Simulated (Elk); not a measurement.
PBEsol against PBE in Elk: the gap on the mesh of tetrahedral semiconductors

Single points in Elk on the same cell and mesh at two levels: PBE (all-electron FP-LAPW, Elk's shipped species files, APW+lo basis with extra local orbitals) and PBEsol (all-electron FP-LAPW, Elk's shipped species files, APW+lo basis with extra local orbitals). No measured value is used, so the table compares levels and does not rank them. The number in brackets is the space group.

Here x stands for gap on the mesh, PBE and y for gap on the mesh, PBEsol.

| crystal | gap on the mesh, PBE (eV) | gap on the mesh, PBEsol (eV) | cell as run (Å³/atom) | k mesh | cutoffs |
|---|---|---|---|---|---|
| Si (227) | 0.572 | 0.463 | 20.02 | 7×7×7 | rgkmax 8 |
| CdSe (216) | 0.615 | 0.494 | 27.68 | 9×9×9 | rgkmax 8 |
| CdS (216) | 1.008 | ? | 25.80 | 7×7×7 | rgkmax 7.5 |
| GaP (216) | 1.307 | 1.259 | 21.48 | 5×5×5 | rgkmax 7.5 |
| GaN (216) | 1.513 | 1.456 | 11.82 | 6×6×6 | rgkmax 7.5 |
| AlN (216) | 3.318 | 3.189 | 10.50 | 10×10×10 | rgkmax 8 |
| C (227) | 4.261 | 4.121 | 5.41 | 13×13×13 | rgkmax 8 |

**Question.** Using a straight line, estimate the missing y at x = 1.008 from the other rows, showing the fit.

**Answer.** With u = x - 1.9, the rows have u = -1.3280, -1.2850, -0.5930, -0.3870, 1.4180, 2.3610. Means: u 0.031000, y 1.8303. About the means, the sum of products is 11.352 and the sum of squares of u is 11.496; the slope is their ratio. Least squares gives y = 1.7997 + 0.98748·u. Residuals (row less fit): -0.0253, -0.0368, 0.0449, 0.0385, -0.0109, -0.0101; standard error 0.0378 (degrees of freedom: 4). Full agreement would be y = x; this line has slope 0.987 and stands -0.100 eV from it at x = 1.900. At the withheld row, u = -0.8920, so y = 1.7997 + 0.98748 × (-0.8920) = 0.919 eV. The calculation gives 0.890 eV, 0.029 eV below the prediction (0.8 % of the range of y in the table). The row lies between fitted rows. From the scatter of the fitted rows alone, a prediction at this place has a standard error of 0.0421 eV, so the miss is 0.7 times that.

Copying x would have missed this row by 0.118. The cells are not relaxed at this level: typed lattice constants and structures from a database of calculations, some with the lattice rescaled by up to 2.5 %. Spin-orbit coupling is off, which matters for the heavier members. Gaps are read on the mesh, which need not hold the band edges; crystals whose gap falls under 0.15 eV in either column are left out. Elk: values depend on the basis (sphere radii, cutoffs, local orbitals), which need not be converged. The rows, and the inner row withheld, were drawn at random from non-magnetic crystals of this class with sound runs on fine meshes; tables whose line scatters by over 5 % of the range, or whose columns agree throughout, aren't shown.
